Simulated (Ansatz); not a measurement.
```
CELL_PARAMETERS angstrom
      4.30156     0.00000     0.00000
     -2.15078     3.72526     0.00000
      0.00000     0.00000     7.02198
ATOMIC_POSITIONS crystal
  Cd 0.33333 0.66667 0.99967
  Cd 0.66667 0.33333 0.49967
  Se 0.33333 0.66667 0.37533
  Se 0.66667 0.33333 0.87533
```

These are PBE with spin-orbit coupling, rigid bands (plane waves, PAW; Ansatz, a quantum-chemistry and plane-wave program) values and carry that method's errors. Cell: cell and atoms relaxed with PBEsol.

Task: What conductivity effective mass do dilute electrons have at 300 K?

Result: 0.077 (x), 0.077 (y), 0.072 (z) mₑ.

Task: Predict the hole conductivity mass (n e² τ/σ) at 300 K, by direction if it differs.

Result: 0.88 (x), 0.88 (y), 1.15 (z) mₑ.

Task: And the band gap?

Result: 0.55 eV at this level; semilocal functionals usually fall short of the measured gap.

Rigid bands, one relaxation time for all states, no polarons. Geometry: cell and atoms relaxed with PBEsol.
